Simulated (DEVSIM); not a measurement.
Structure: Ru/TiO2/n-In0.53Ga0.47As capacitor, at 300 K.

| layer (left to right) | material | thickness (nm) | Nd (cm⁻³) |
|---|---|---|---|
| 1 | TiO2 | 8.80 | - |
| 2 | In0.53Ga0.47As | 4800 | 1.4e16 |

Metal gate on the left, work function 4.7 eV. Fixed charge at the semiconductor interface -1.3e10 cm⁻² (in units of +e); no interface traps.

The device is made up for the run: typed textbook-type constants, with dimensions and the other settings drawn at random. Values at 300 K.

| parameter | TiO2 | In0.53Ga0.47As |
|---|---|---|
| gap (eV) | 3.2 | 0.74 |
| affinity (eV) | 3.9 | 4.51 |
| permittivity | 60 | 13.9 |
| Nc (cm⁻³) | - | 2.1e17 |
| Nv (cm⁻³) | - | 7.7e18 |

Model (solved in DEVSIM): 1D Poisson equation in equilibrium, Boltzmann statistics, complete ionisation; no quantum confinement or tunnelling. Metal contacts follow the ideal Schottky-Mott rule: no Fermi-level pinning, no interface dipoles.

Base results: capacitance of the dielectric stack (μF/cm²) 6.04; threshold voltage (band bending 2φF) (V) -0.40; flat-band voltage (V) 0.12; minimum of the low-frequency capacitance (μF/cm²) 0.0607.

Task: What follows from this one change: interface trap density 0 → 1e+12 cm^-2 eV^-1?

Result: capacitance of the dielectric stack little changed (6.04 μF/cm²); threshold voltage (band bending 2φF) little changed (-0.40 V); flat-band voltage 0.12 → 0.13 V; minimum of the low-frequency capacitance 0.0607 → 0.214 μF/cm².

Task: What follows from this one change: gate work function 4.7 → 4.4 eV?

Result: capacitance of the dielectric stack little changed (6.04 μF/cm²); threshold voltage (band bending 2φF) -0.40 → -0.70 V; flat-band voltage 0.12 → -0.18 V; minimum of the low-frequency capacitance little changed (0.0607 μF/cm²).

Task: What follows from this one change: TiO2 thickness 0.0088 → 0.0062 μm?

Result: capacitance of the dielectric stack 6.04 → 8.57 μF/cm²; threshold voltage (band bending 2φF) little changed (-0.39 V); flat-band voltage little changed (0.12 V); minimum of the low-frequency capacitance little changed (0.0608 μF/cm²).
